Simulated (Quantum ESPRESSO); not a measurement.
Input and output of a self-consistent single point for NiSi2 (Fm-3m, 3 atoms in the cell) (Quantum ESPRESSO).

Computed with PBEsol, SSSP 1.1.2 efficiency (PBE) pseudopotentials (plane waves; Quantum ESPRESSO 7.5).

```
CELL_PARAMETERS angstrom
      0.00000     2.70500     2.70500
      2.70500     0.00000     2.70500
      2.70500     2.70500     0.00000
ATOMIC_POSITIONS crystal
  Si 0.25000 0.25000 0.25000
  Si 0.75000 0.75000 0.75000
  Ni 0.00000 0.00000 0.00000
```

Reference input (self-consistent single point, DFT, PBE, plane waves, SSSP 1.1.2 efficiency (PBE) pseudopotentials): ecutwfc = 50 Ry; ecutrho = 400 Ry; occupations = smearing; smearing = fd; degauss = 0.0099958 Ry; potentials = {Si: Si.pbe-n-rrkjus_psl.1.0.0.UPF, Ni: ni_pbe_v1.4.uspp.F.UPF}; K_POINTS = automatic 11 11 11 0 0 0; conv_thr = 1e-10 Ry. This run's input differs from it in these lines:

```diff
@@ -18,2 +18,3 @@
     degauss = 0.0099958
+    input_dft = 'pbesol'
 /
```

Log, with long lists cut:

```
     Self-consistent Calculation

     iteration #  1     ecut=    50.00 Ry     beta= 0.70

---- Real-time Memory Report at c_bands before calling an iterative solver
           161 MiB given to the printing process from OS
            53 MiB allocation reported by mallinfo(arena+hblkhd)
------------------

     total energy              =    -329.26586339 Ry
     estimated scf accuracy    <      51.84805906 Ry

     iteration #  2     ecut=    50.00 Ry     beta= 0.70

---- Real-time Memory Report at c_bands before calling an iterative solver
           192 MiB given to the printing process from OS
   [... lines left out ...]

---- Real-time Memory Report at c_bands before calling an iterative solver
           196 MiB given to the printing process from OS
            69 MiB allocation reported by mallinfo(arena+hblkhd)
------------------

     total energy              =    -365.68705303 Ry
     estimated scf accuracy    <          7.7E-09 Ry

     iteration # 24     ecut=    50.00 Ry     beta= 0.70

---- Real-time Memory Report at c_bands before calling an iterative solver
           196 MiB given to the printing process from OS
            69 MiB allocation reported by mallinfo(arena+hblkhd)
------------------
     End of self-consistent calculation

     the Fermi energy is    13.0237 ev

!    total energy              =    -365.68705303 Ry
     estimated scf accuracy    <          6.7E-11 Ry
     smearing contrib. (-TS)   =      -0.00394265 Ry
     internal energy E=F+TS    =    -365.68311038 Ry

     convergence has been achieved in  24 iterations

     Forces acting on atoms (cartesian axes, Ry/au):

     atom    1 type  1   force =     0.00000000    0.00000000    0.00000000
   [... zero for the other atoms too ...]

     Total force =     0.000000     Total SCF correction =     0.000000

          total   stress  (Ry/bohr**3)                   (kbar)     P=      -12.29
  -0.00008354  -0.00000000  -0.00000000          -12.29       -0.00       -0.00
  -0.00000000  -0.00008354   0.00000000           -0.00      -12.29        0.00
  -0.00000000   0.00000000  -0.00008354           -0.00        0.00      -12.29

   JOB DONE.
```

The run converged in 24 iterations. Against the reference run the pressure goes from 3.30 to -1.23 GPa.

The starting cell has typed, rounded lattice constants, without a prior relaxation at this level. Spin polarisation is off.

Cost on one core of a shared machine: roughly 2 min.
